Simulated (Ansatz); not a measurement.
The parent structure is WSe₂ (space group P6_3/mmc, No. 194; layered, stacked along the Cartesian z axis).

```xyz
6
Lattice="3.2305 0.0000 0.0000 -1.6152 2.7977 0.0000 0.0000 0.0000 12.4111" Properties=species:S:1:pos:R:3 pbc="T T T"
W      1.6152     0.9326     9.3083
W      0.0000     1.8651     3.1028
Se     1.6152     0.9326     4.7838
Se     0.0000     1.8651    10.9894
Se     0.0000     1.8651     7.6273
Se     1.6152     0.9326     1.4217
```

Cartesian axes are those of the cell as printed.

Level of theory: PBEsol-D3(BJ)/PAW in Ansatz (a program for electronic structure), no spin-orbit coupling.

Modification: the cell is compressed by 2.40 % along x with no lateral relaxation; the atoms relax in the strained cell.

Problem. Predict the stress tensor and what it implies for the stiffness.

Solution. Stress of the strained cell less that of the base (GPa, compression positive):
```
   6.04    0.00    0.00
   0.00    0.95    0.00
   0.00    0.00    0.55
```

Then −Δσ_ii/ε with ε = -0.0240 gives secant stiffness values (nonlinear terms included at this strain): C11 ≈ 252 GPa, C12 ≈ 40 GPa and C13 ≈ 23 GPa.

As a check, the harmonic strain energy −½ V₀ Δσ:ε is 8.5 meV/atom; the computed energy rise is 8.2 meV/atom.

Whether these cells are dynamically stable was not tested.
